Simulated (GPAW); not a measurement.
Worked example: self-consistent single point of Ni3Si (Pm-3m, 4 atoms in the cell) in GPAW.

Level of theory: PBE, GPAW PAW datasets PBE (gpaw-data 1.0.1) (plane waves; GPAW).

The change in words: lattice scaled by 0.98. Reference geometry:
```xyz
4
Lattice="3.5967 0.0000 0.0000 0.0000 3.5967 0.0000 0.0000 0.0000 3.5967" Properties=species:S:1:pos:R:3 pbc="T T T"
Si     0.0000     0.0000     0.0000
Ni     0.0000     1.7983     1.7983
Ni     1.7983     0.0000     1.7983
Ni     1.7983     1.7983     0.0000
```

Reference input (self-consistent single point, DFT PBE, plane waves, GPAW PAW datasets PBE (gpaw-data 1.0.1)): mode = pw; ecut = 800 eV; xc = PBE; kpts = 7 7 7; mesh shift (steps) = 0 0 0; occupations.name = methfessel-paxton; occupations.width = 0.272 eV; occupations.order = 0; nbands = -10; convergence.density = 1e-05 e/electron; convergence.energy = 1e-05 eV/electron; symmetry.symmorphic = false. This run's input differs from it in these lines:

```diff
@@ -5,5 +5,5 @@
 atoms = Atoms(['Si', 'Ni', 'Ni', 'Ni'],
-              cell=[[3.596697, 0.000000, 0.000000],
-                    [0.000000, 3.596697, 0.000000],
-                    [0.000000, 0.000000, 3.596697]],
+              cell=[[3.524763, 0.000000, 0.000000],
+                    [0.000000, 3.524763, 0.000000],
+                    [0.000000, 0.000000, 3.524763]],
               scaled_positions=[[0.000000, 0.000000, 0.000000],
```

Log, with long lists cut:

```
     iter     time        total  log10-change:
                         energy   eigst   dens
iter:   1 --:--:--   -29.066495
iter:   2 --:--:--   -29.005223   -0.24  -1.57
iter:   3 --:--:--   -28.871937   -0.83  -1.66
iter:   4 --:--:--   -29.223908   -1.32  -1.78
iter:   5 --:--:--   -29.221682   -2.34  -1.83
   [... 4 lines left out ...]
iter:  10 --:--:--   -29.050638   -1.21  -1.44
iter:  11 --:--:--   -29.049450   -3.14  -2.82
iter:  12 --:--:--   -29.049878   -4.57  -3.15
iter:  13 --:--:--   -29.050130   -5.80  -3.19
iter:  14 --:--:--   -29.049731c  -5.81  -3.14
iter:  15 --:--:--   -29.049295   -5.72  -3.23
   [... lines left out ...]
iter:  19 --:--:--   -29.049182c  -6.14  -3.57
iter:  20 --:--:--   -29.049133c  -6.92  -3.62
iter:  21 --:--:--   -29.049096c  -5.26  -3.65
iter:  22 --:--:--   -29.049095c  -7.54c -3.84
iter:  23 --:--:--   -29.049084c  -6.58  -3.87
iter:  24 --:--:--   -29.049081c  -8.20c -4.19
iter:  25 --:--:--   -29.049068c  -7.17  -4.21
iter:  26 --:--:--   -29.049078c  -7.56c -4.33
iter:  27 --:--:--   -29.049085c  -7.59c -4.50
iter:  28 --:--:--   -29.049088c  -8.20c -4.74
iter:  29 --:--:--   -29.049088c  -8.71c -4.81
iter:  30 --:--:--   -29.049087c  -9.47c -4.93
iter:  31 --:--:--   -29.049086c  -8.64c -5.03c
Converged after 31 iterations.

Dipole moment: (-0.000000, -0.000000, -0.000000) |e|*Ang

Energy contributions relative to reference atoms: (reference = -131990.339592)

Kinetic:        +21.795216
Potential:      -14.382349
External:        +0.000000
XC:             -36.648545
Entropy (-ST):   -0.070998
Local:           +0.222091
SIC:             +0.000000
--------------------------
Free energy:    -29.084585
Extrapolated:   -29.049086

Showing only first 2 kpts
 Kpt  Band  Eigenvalues  Occupancy
  0    24      9.30413    1.93848
  0    25      9.63359    1.12460
  0    26      9.63359    1.12460
  0    27      9.63359    1.12460

  1    24      9.20506    1.98291
  1    25      9.63384    1.12358
  1    26     10.06287    0.03797
  1    27     10.06287    0.03797

Fermi level: 9.66375

No gap
No difference between direct/indirect transitions
Energy (eV): -29.049086

Forces in eV/Ang:
  0 Si    0.00000    0.00000   -0.00000
  1 Ni    0.00000    0.00000    0.00000
  2 Ni   -0.00000    0.00000    0.00000
  3 Ni    0.00000    0.00000    0.00000

Stress tensor:
     0.007074     0.000000     0.000000
     0.000000     0.007074     0.000000
     0.000000     0.000000     0.007074
Stress (GPa, Voigt): [1.1334 1.1334 1.1334 0.     0.     0.    ]
```

The run converged in 31 iterations. GPAW prints stress with tension positive. Against the reference run the free energy goes down by 29.9 meV/atom and the pressure goes from -12.20 to -1.13 GPa.

The starting cell has typed, rounded lattice constants, without a prior relaxation at this level. Its lattice was rescaled by a random factor within 2.5 % of one. For this run, on top of that: lattice scaled by 0.98. Spin polarisation is off.

Cost on one core of a shared machine: roughly 40 s.
